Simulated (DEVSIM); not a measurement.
System: abrupt Si p-n junction, at 250 K.

| layer (left to right) | material | thickness (μm) | Nd (cm⁻³) | Na (cm⁻³) | τn (s) | τp (s) |
|---|---|---|---|---|---|---|
| 1 | Si | 56.0 | - | 2.5e16 | 0.00051 | 0.00051 |
| 2 | Si | 0.640 | 1.6e16 | - | 0.00051 | 0.00051 |

Left contact: ohmic. Right contact: ohmic. Voltage is applied to the left contact. Recombination: SRH at mid-gap, radiative. Mobility is μmin + (μ − μmin)/(1 + (N/Nref)^α).

Constants are typed, rounded textbook-type inputs, not results; the design itself was drawn at random and stands for no fabricated device. Values at 300 K; Nc and Nv go as T^1.5, mobilities as T to minus their exponent, the gap by Varshni's rule with the affinity fixed. The table also holds parameters that only a changed run uses.

| parameter | Si |
|---|---|
| gap (eV) | 1.124 |
| affinity (eV) | 4.05 |
| permittivity | 11.7 |
| Nc (cm⁻³) | 2.86e19 |
| Nv (cm⁻³) | 3.1e19 |
| μn (cm²/Vs) | 1417 |
| μp (cm²/Vs) | 470 |
| μn,min | 52 |
| μp,min | 45 |
| Nref,n | 9.7e16 |
| Nref,p | 2.2e17 |
| αn | 0.68 |
| αp | 0.72 |
| T exponent of μn | 2.3 |
| T exponent of μp | 2.2 |
| B (cm³/s) | 4.7e-15 |
| Cn (cm⁶/s) | 2.8e-31 |
| Cp (cm⁶/s) | 9.9e-32 |
| Varshni α (eV/K) | 0.000473 |
| Varshni β (K) | 636 |

DEVSIM, 1D drift-diffusion, Boltzmann statistics, complete ionisation; no tunnelling, impact ionisation, image-force lowering or self-heating.

Base results: potential step across the device at zero bias (V) 0.833; dark forward voltage at 100 A/cm² (V) 0.980; dark forward voltage at 1 A/cm² (V) 0.688; largest field in the device at zero bias (V/cm) 49000.

**Question.** What follows from this one change: doping Nd of layer 2 1.6e+16 → 1.6e+15 cm^-3?

**Answer.** potential step across the device at zero bias 0.833 → 0.784 V; dark forward voltage at 100 A/cm² 0.980 → 0.974 V; dark forward voltage at 1 A/cm² 0.688 → 0.628 V; largest field in the device at zero bias 49000 → 19000 V/cm.

**Question.** What follows from this one change: thickness of layer 2 0.64 → 0.22 μm?

**Answer.** potential step across the device at zero bias little changed (0.833 V); dark forward voltage at 100 A/cm² little changed (0.982 V); dark forward voltage at 1 A/cm² 0.688 → 0.659 V; largest field in the device at zero bias little changed (49000 V/cm).

**Question.** What follows from this one change: temperature 250 → 350 K?

**Answer.** potential step across the device at zero bias 0.833 → 0.656 V; dark forward voltage at 100 A/cm² 0.980 → 0.975 V; dark forward voltage at 1 A/cm² 0.688 → 0.467 V; largest field in the device at zero bias 49000 → 42000 V/cm.

**Question.** What follows from this one change: thickness of layer 1 56 → 20 μm?

**Answer.** potential step across the device at zero bias little changed (0.833 V); dark forward voltage at 100 A/cm² 0.980 → 0.855 V; dark forward voltage at 1 A/cm² little changed (0.686 V); largest field in the device at zero bias little changed (49000 V/cm).

**Question.** What follows from this one change: constant mobility in place of the doping-dependent one?

**Answer.** potential step across the device at zero bias little changed (0.833 V); dark forward voltage at 100 A/cm² 0.980 → 0.946 V; dark forward voltage at 1 A/cm² little changed (0.685 V); largest field in the device at zero bias little changed (49000 V/cm).
